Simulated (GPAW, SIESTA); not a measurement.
A SIESTA input for a self-consistent single point of CaSiAu (P1, 3 atoms in the cell) (DFT, GGA PBEsol, numerical atomic orbitals TZP, PseudoDojo PBEsol standard norm-conserving potentials (rewritten from UPF to PSML)):

```
# files in the folder: Ca.psml Si.psml Au.psml (PseudoDojo PBEsol standard)
SystemName  CaSiAu
SystemLabel casiau

NumberOfAtoms                3
NumberOfSpecies              3
%block ChemicalSpeciesLabel
  1 20 Ca
  2 14 Si
  3 79 Au
%endblock ChemicalSpeciesLabel
LatticeConstant              1.0 Bohr
%block LatticeVectors
     8.177959880    0.000000000    0.000000000
    -4.088979940    7.082321239    0.000000000
     0.000000000    0.000000000    7.450245246
%endblock LatticeVectors
AtomicCoordinatesFormat      ScaledCartesian
%block AtomicCoordinatesAndAtomicSpecies
    -0.033337453   -0.022302230    0.079762326  1
     4.119160701    2.388902366    3.725450434  2
     0.003156693    4.715721103    3.645032487  3
%endblock AtomicCoordinatesAndAtomicSpecies

XC.functional                GGA
XC.authors                   PBEsol
PAO.BasisSize                TZP
PAO.EnergyShift              0.01 Ry
MeshCutoff                   350 Ry
%block kgrid.MonkhorstPack
    6   0   0  0.0
    0   6   0  0.0
    0   0   6  0.0
%endblock kgrid.MonkhorstPack
OccupationFunction           MP
OccupationMPOrder            0
ElectronicTemperature        1578.21 K

MaxSCFIterations             150
SCF.Mixer.Method             Broyden
SCF.Mixer.Weight             0.2
SCF.Mixer.History            6
SCF.DM.Tolerance             1.0E-04
Diag.ParallelOverK           true
WriteForces                  true
```

Question: Translate this input to GPAW.

Answer: This is the input that was run; spellings and numerical settings could be chosen otherwise.

```python
from ase import Atoms
from ase.units import GPa
from gpaw import GPAW, PW

atoms = Atoms(['Ca', 'Si', 'Au'],
              cell=[[4.327590, 0.000000, 0.000000],
                    [-2.163795, 3.747803, 0.000000],
                    [0.000000, 0.000000, 3.942500]],
              scaled_positions=[[-0.005651, -0.003149, 0.010706],
                                [0.672343, 0.337305, 0.500044],
                                [0.333308, 0.665844, 0.489250]],
              pbc=True)

calc = GPAW(mode=PW(550),
            xc='PBEsol',
            kpts={'size': (6, 6, 6), 'gamma': True},
            occupations={'name': 'methfessel-paxton', 'width': 0.136, 'order': 0},
            nbands=-11,
            symmetry={'symmorphic': False, 'tolerance': 0.0005},
            maxiter=120)

atoms.calc = calc

energy = atoms.get_potential_energy()
print('Energy (eV):', round(energy, 6))
forces = atoms.get_forces()
print('Forces (eV/Ang):')
print(forces.round(5))
stress = atoms.get_stress()
print('Stress (GPa, Voigt):', (stress / GPa).round(4))
```

Basis, cutoffs, solver keys and any potentials are the target program's own. This input uses DFT PBEsol, plane waves, GPAW PAW datasets PBEsol (made by gpaw-setup).

The starting cell comes from a database of computed structures (which also holds hypothetical and non-ambient phases and stackings), without a prior relaxation at this level. For this run, on top of that: atoms moved at random.
